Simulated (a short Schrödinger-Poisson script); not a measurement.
System: gated Al0.33Ga0.67N/GaN polarisation-induced gas, at 20 K.

| layer | material | thickness (nm) | Na (cm⁻³) |
|---|---|---|---|
| 1 | Al0.33Ga0.67N | 15 | - |
| 2 | GaN | 6000 | 6e15 |

Constants are typed, rounded textbook-type inputs, not results; the design itself was drawn at random and stands for no fabricated device. Al0.33Ga0.67N: permittivity 9.3, conduction-band edge (eV) 0.462, gap (eV) 4.09, electron mass (mₑ) 0.24, Nv at 300 K (cm⁻³) 4.6e19. GaN: permittivity 9.5, conduction-band edge (eV) 0, gap (eV) 3.43, Nv at 300 K (cm⁻³) 4.6e19.

Channel valleys (confinement mass, in-plane density-of-states mass, number): Γ 0.2, 0.2, 1. At the gate the conduction-band edge of layer 1 lies 1.27 eV − eVg above the Fermi level of the channel; the field vanishes at the back. Sheet of polarisation charge: +1.6e13 e/cm² at 15 nm from the gate. The barrier under the gate holds no holes. Gaps are held at their typed values at every temperature. Mesh 0.08 nm at interfaces.

From a short Schrödinger-Poisson script (our own, NumPy): 1D Poisson equation in equilibrium, electrons quantum, Hartree plus LDA exchange-correlation (BenDaniel-Duke, 40 states a valley, the channel's in-plane mass for all, wave functions free to enter the barrier), parabolic valleys, classical holes, full ionisation, no traps, pinning or gate leakage.

The same stack at other levels of the model or other numerical settings:

```csv
run,sheet density of all electrons at Vg = 0.5 V (cm⁻²),sheet density of all electrons at Vg = -2.5 V (cm⁻²),capacitance at Vg = 0.5 V (μF/cm²),centroid of the channel electrons at Vg = 0.5 V (nm),rough cost against the base
base,1.32e13,3.62e12,0.524,1.44,about 1
"electrons treated as classical, Boltzmann",1.43e13,4.12e12,0.546,0.10,0.01
"electrons treated as classical, Fermi-Dirac",1.31e13,3.65e12,0.508,1.35,0.05
"electrons treated as quantum, Hartree",1.30e13,3.52e12,0.522,1.59,0.6
mesh six times as coarse,1.32e13,3.62e12,0.524,1.39,0.3
one subband a valley,1.32e13,3.62e12,0.521,1.30,0.2
```

The classical rows ignore confinement, and Boltzmann statistics overrate the density once the band edge passes the Fermi level.
